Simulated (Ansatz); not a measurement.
Start from TiTe$_{2}$ in the CdI2 type structure (space group P-3m1, No. 164; a = 3.698 Å, c = 6.384 Å; layered, stacked along the Cartesian z axis; relaxed with 0.1 eV smearing). Axes: x lies along a and z along c of the hexagonal cell.

Method: PBE-D3(BJ) (Ansatz, a quantum-chemistry and plane-wave program, PAW, no SOC), earlier PAW set.

One thing is altered: the cell is compressed by 5.08 % along z with no lateral relaxation, atoms relaxed at fixed cell.

**Question.** Predict the stress tensor and what it implies for the stiffness.

**Answer.** Stress of the strained cell less that of the base (GPa, compression positive):
```
    1.6     0.0     0.0
    0.0     1.6     0.0
    0.0     0.0     4.6
```

Then −Δσ_ii/ε with ε = -0.0508 gives secant stiffness values (nonlinear terms included at this strain): C33 ≈ 91 GPa, C13 ≈ 32 GPa and C23 ≈ 32 GPa.

As a check, the harmonic strain energy −½ V₀ Δσ:ε is 18 meV/atom; the computed energy rise is 16 meV/atom.

Whether these cells are dynamically stable was not tested. The final runs are not spin-polarised.
